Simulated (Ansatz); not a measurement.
Consider the following.

```
TiTe2
1.0
    3.66291     0.00000     0.00000
   -1.83145     3.17217     0.00000
    0.00000     0.00000     6.30129
Ti Te
1 2
Direct
  0.00000   0.00000   0.00000
  0.33333   0.66667   0.27356
  0.66667   0.33333   0.72644
```

No spin polarisation.

The values are results of PBEsol-D3(BJ)/PAW in Ansatz (a quantum-chemistry and plane-wave program), without spin-orbit coupling, not measurements. k-mesh 18×18×10 (Γ-centred); smearing 0.1 eV (Fermi–Dirac).

Q: Estimate the pressure (mean of the normal stresses, compression positive).

A: -1.8 GPa.

Q: What band gap does the calculation give?

A: Zero.

Q: What space group does the calculation give?

A: P-3m1 (No. 164).

The cells carry an imposed strain or load. No phonon test of stability was made. All final runs are without spin polarisation. The cell was made from TiTe₂ in the CdI2 type structure (space group P-3m1, No. 164; layered, stacked along the Cartesian z axis) by this change: isotropic strain +1.22 %.
